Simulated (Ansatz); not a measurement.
# A computed series for hypothetical fluorite TaGe2: response to strain

The parent structure is TaGe2 in the fluorite structure (space group Fm-3m, No. 225; a = 6.1889 Å; a hypothetical phase, not in the database extracts checked). Axes: x, y, z lie along the cube axes.

Strains are applied to the cell and any free atomic positions relax.

Levels (all Ansatz, a quantum-chemistry and plane-wave program, PAW): PBEsol (420 eV, without spin-orbit coupling); r2SCAN (500 eV, no spin-orbit coupling).

Pressures by level, all at the geometries relaxed with PBEsol:

```json
[
 {"case": "base", "PBEsol": "0.0 GPa", "r2SCAN": "2.2 GPa"},
 {"case": "isotropic strain −1.64 %", "PBEsol": "6.1 GPa", "r2SCAN": "8.7 GPa"},
 {"case": "strain tensor (xx, yy, zz, yz, xz, xy) = (−1.95, −0.40, −0.26, +0.56, −1.23, −1.03) %", "PBEsol": "3.0 GPa", "r2SCAN": "5.4 GPa"}
]
```

Single points use the geometry relaxed with PBEsol. Their cutoffs differ, which shifts pressures a little. Whether these cells are dynamically stable was not tested. All final runs are without spin polarisation. An odd electron count without spin: TaGe2. TaGe2 has a high density of states at the Fermi level and may be magnetic at this level.
